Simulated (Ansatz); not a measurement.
Output of an Ansatz run (abridged):

```
WARN ansatz: RAYON_NUM_THREADS=1 ignored (pool sized by the plan → 1); use --threads N
Pseudopotentials: kind: paw
Pseudopotential: Mg, paw, valence charge 10
Pseudopotential: S, paw, valence charge 6
Crystal: 2 atoms, lattice volume = 46.166 Å³
Basis set: ecut = 420 eV, 893 PW (Γ)
Bands: 12, of which v1, the nominal top of the filled ones, is band 8 counted from 1 (7 counted from 0)
Symmetry: 6 space group operations
Space group: R3m (ITA 160), of the structure as read, at distance tolerance 3.6e-5 Å
k-points: 65 of 512 (time reversal used)
PAW frozen core: Mg, regenerated for the run's functional, and the local potential with it
PAW frozen core: S, regenerated for the run's functional, and the local potential with it
Initial density: superposition of atomic densities (neutral atoms: chi_scale 0, normalization atom), corrected by the library's trained network
Initial wavefunctions: pseudopotential atomic-orbital guess
Eigensolver: davidson
Functional: x = slater, c = lda
SCF iter   1: F=—  HF=-2773.983667 eV  |F-HF|=—  |Δ(HF+E_count)|=         —  Δρ=5.87e-3  dr2=1.21e-2  ethr=1.77e-3  ⟨swp⟩=5.1  Hψ=4237  notcnv=0  defer=124
all-band conjugate gradients solve this SCF's bands
preconditioner: auto → none
SCF iter   2: F=—  HF=-2773.976404 eV  |F-HF|=—  |Δ(HF+E_count)|=   7.26e-3  Δρ=2.34e-3  dr2=1.31e-3  ethr=7.55e-5  ⟨swp⟩=3.0  Hψ=1944  notcnv=0  defer=128
SCF iter   3: F=—  HF=-2773.975770 eV  |F-HF|=—  |Δ(HF+E_count)|=   6.34e-4  Δρ=4.30e-4  dr2=8.18e-5  ethr=8.20e-6  ⟨swp⟩=2.0  Hψ=1432  notcnv=0  defer=128
SCF iter   4: F=—  HF=-2773.975747 eV  |F-HF|=—  |Δ(HF+E_count)|=   2.25e-5  Δρ=1.09e-4  dr2=3.92e-6  ethr=5.11e-7  ⟨swp⟩=2.0  Hψ=938  notcnv=0  defer=120
SCF iter   5: F=—  HF=-2773.975746 eV  |F-HF|=—  |Δ(HF+E_count)|=   1.08e-6  Δρ=1.41e-5  dr2=1.26e-7  ethr=2.45e-8  ⟨swp⟩=2.0  Hψ=1040  notcnv=0  defer=107
SCF iter   6: F=-2773.975746 eV  HF=-2773.975746 eV  |F-HF|=5.97e-10  |Δ(HF+E_count)|=   1.67e-8  Δρ=3.10e-6  dr2=3.48e-9  ethr=6.25e-10  ⟨swp⟩=6.9  Hψ=3695  notcnv=0
SCF 1 converged in 6 iterations: F = -2773.975746 eV  dr2 = 3.48e-9
SCF converged after 6 iterations
Free energy (F): -2773.975746 eV
Harris-Foulkes:  -2773.975746 eV  (|F-HF|=5.97e-10)
Internal energy: -2773.975746 eV  (E = F + TS)
E sigma→0 (E₀):  -2773.975746 eV
Fermi energy:    2.848769 eV
--- Per-component energies (eV) ---
  E_band       = -374.462041
  E_kinetic    = 183.963417
  E_local      = -1892.279006  (includes V_loc(G=0)·N_el)
  E_nonlocal   = 125.422534
  E_hartree    = 684.223999
  E_xc         = -125.530555
  E_vxc        = -125.799425  (∫ρ·V_xc dr)
  E_paw        = -840.139906  (= ΣΔE_a)
  E_vpaw       = -34.217655  (= ΣTr[D̂ρ^β])
  E_aug_tail   = 0.000002  (compensation charges beyond the density's cutoff)
  E_ewald      = -909.939909
  E_core_change = 0.303677  (= ΣΔE_core)
  E_smearing   = -0.000000  (= −TS)
  E_closure    = 0.000000  (closes the sum)
  Σ components = -2773.975746   (vs F -2773.975746, Δ=0.00e0)
--- Forces (eV/Å), atoms counted from 1 ---
  atom   1  Mg    -0.13194817    -0.13194817    -0.13194817
  atom   2  S      0.13194973     0.13194973     0.13194973
  max |Σ_I F_I| component: 1.55e-6 eV/Å
--- Stress (GPa, compression-positive) ---
       -2.900178      -0.461001      -0.461001
       -0.461001      -2.900178      -0.461001
       -0.461001      -0.461001      -2.900178
  P = ⅓ Tr σ = -2.9002 GPa (-29.002 kbar)
  The stress holds the Pulay correction. Without it, at fixed plane waves, as pw.x and ABINIT print it: P = -2.9068 GPa
--- Band table (eV; the first three rows and the last of 65) ---
  k-point 0: bands = ["-70.3553", "-37.7865", "-37.7804", "-37.7804", "-8.4214", "2.7398", "2.7398", "2.8488", "5.8751", "10.4689", "10.4798", "10.4798"]
  k-point 1: bands = ["-70.3553", "-37.7866", "-37.7807", "-37.7805", "-8.3342", "2.0494", "2.6864", "2.7842", "6.5530", "10.2712", "10.6407", "10.6705"]
  k-point 2: bands = ["-70.3553", "-37.7868", "-37.7815", "-37.7806", "-8.1086", "0.8760", "2.5661", "2.6614", "7.4171", "10.2721", "10.6669", "10.7565"]
  k-point 64: bands = ["-70.3552", "-37.7888", "-37.7808", "-37.7808", "-7.7516", "-0.3170", "2.4173", "2.4173", "7.5643", "10.1585", "10.1585", "11.0753"]
```

The structure:

```xyz
2
Lattice="0.0000 2.8473 2.8473 2.8473 0.0000 2.8473 2.8473 2.8473 0.0000" Properties=species:S:1:pos:R:3 pbc="T T T"
Mg     0.0289     0.0289     0.0289
S      4.2709     4.2709     4.2709
```

Write an input that gives this output.

Other spellings and defaults could give the same log, and not every line can be read from it. The input that was run (DFT, LDA (PW92), plane waves, default PAW files made with PBE):

Ansatz 0.2 input:
```yaml
crystal:
  lattice:
    - [0.00000000, 2.84728600, 2.84728600]
    - [2.84728600, 0.00000000, 2.84728600]
    - [2.84728600, 2.84728600, 0.00000000]
  atoms:
    - { symbol: Mg, position: [0.00506900, 0.00506900, 0.00506900] }
    - { symbol: S, position: [0.75000000, 0.75000000, 0.75000000] }
basis:
  ecutwfc: 420.0
kpoints:
  mp_grid:
    grid: [8, 8, 8]
hamiltonian:
  xc: lda
  pseudopotentials:
    kind: paw
scf:
  occupations:
    method: fixed
output:
  forces: true
  eigenvalues: true
  stress: true
```

The starting cell comes from a database of computed structures (which also holds hypothetical and non-ambient phases and stackings), without a prior relaxation at this level. Its lattice was rescaled by up to half a per cent. One atom was moved a little off its site on purpose. Ansatz's pressure includes its estimate of the finite-basis (Pulay) stress.

Ansatz is a quantum-chemistry and plane-wave program.
